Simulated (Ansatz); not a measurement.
The starting structures come from a database of crystals and need not be the phases stable at ambient conditions.

By PBEsol, the system below comes out a metal.

Without scattering a metal conducts by its projected Fermi surface.

Here is the system:

```
Au2Sc
1.0
    3.54419     0.00000     0.00000
    0.00000     3.54419     0.00000
    1.77209    -1.77209     4.38851
Sc Au
1 2
Direct
  0.00000   0.00000   0.00000
  0.33689   0.66311   0.32622
  0.66311   0.33689   0.67378
```

Space group of this cell: I4/mmm. The cell is taken as given; by PBEsol its mean pressure is -3.9 GPa.

The current flows along the normal of the first two printed cell vectors, the (001) plane of the conventional cell. No spin-orbit coupling; the value is a mean over 0.1 eV about the Fermi level.

Question: Predict the ballistic conductance per area from PBEsol (Ansatz, a quantum-chemistry and plane-wave program).

Answer: 0.42 × 10¹⁵ S/m² for both spins.
